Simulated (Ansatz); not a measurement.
Antifluorite Mg2C (high-pressure phase), treated with PBEsol (PAW; Ansatz, a first-principles code).

Settings: plane-wave cutoff 520 eV, 12×12×12 k mesh, perturbation theory, scalar-relativistic PAW data made under PBE.

Computed at the level's own relaxed cell.

```xyz
3
Lattice="0.0000 2.7117 2.7117 2.7117 0.0000 2.7117 2.7117 2.7117 0.0000" Properties=species:S:1:pos:R:3 pbc="T T T"
Mg     1.3558     1.3558     1.3558
Mg     4.0675     4.0675     4.0675
C      0.0000     0.0000     0.0000
```

Harmonic phonon frequencies (cm⁻¹; i marks an imaginary mode; at Γ without the LO shift):

```json
[
 {"q point": "Γ", "frequencies": "0 0 0 374 374 374 404 404 404"},
 {"q point": "X", "frequencies": "72 134 134 392 392 421 421 482 485"},
 {"q point": "L", "frequencies": "264 264 294 301 301 368 397 397 499"}
]
```

No imaginary mode appears at these points.

Note: the run warned that the k mesh is coarse for the response to a field.
